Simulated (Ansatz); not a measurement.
The starting structures come from a database of crystals and need not be the phases stable at ambient conditions.

Consider the following.

```
Si
1.0
    3.84477     0.00000     0.00000
   -1.92239     4.70289     0.00000
    1.92239     0.00000     4.70289
Si
4
Direct
  0.82120   0.00000   0.35760
  0.17880   0.00000   0.64240
  0.17880   0.35760   0.00000
  0.82120   0.64240   0.00000
```

Space group of this cell: I4/mmm. The cell is taken as given.

Transport runs along the normal of the first two printed cell vectors, the (110) plane of the conventional cell.

No gap correction and no spin-orbit coupling; mid-gap values are interpolated between computed energies.

### Question
Compute, with r2SCAN in Ansatz (a first-principles code), the band gap and the smallest decay constant κ at mid-gap.

### Answer
Gap 0.48 eV on a 10×10×10 mesh; κ = 0.082 1/Å, at (0.000, 0.500) of the in-plane reciprocal vectors. At the zone centre, at the nearest computed energy, the slowest state has κ = 0.15 1/Å.
